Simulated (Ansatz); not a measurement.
System: ZnS (R3m, No. 160, 10 atoms in the cell; start COD 9013410; the formula has other measured phases). Method: r²SCAN+rVV10 (plane waves, PAW; Ansatz, a first-principles code).

Numerical settings: plane-wave cutoff 560 eV, 10×10×10 k mesh, Fermi–Dirac smearing 0.01 eV, scalar-relativistic PAW data made under PBE.

Cell (relaxed at this level):

```xyz
10
Lattice="1.8961 1.0947 15.5519 -1.8961 1.0947 15.5519 0.0000 -2.1895 15.5519" Properties=species:S:1:pos:R:3 pbc="T T T"
Zn     0.0000     0.0000     0.0058
Zn     0.0000     0.0000    34.2170
Zn     0.0000     0.0000    21.7716
Zn     0.0000     0.0000    40.4365
Zn     0.0000     0.0000    27.9970
S      0.0000     0.0000     2.3343
S      0.0000     0.0000    36.5411
S      0.0000     0.0000    24.1006
S      0.0000     0.0000    42.7648
S      0.0000     0.0000    30.3253
```

Task: Give the computed band gap.

Result: 
- band gap: 2.76 eV (on the SCF k mesh)

Note: the relaxation could not lower the start's symmetry, so the cell can be a saddle point above a distorted one.

Static lattice: no zero-point or thermal effects.

Cost on a shared machine: roughly 26 core-minutes.
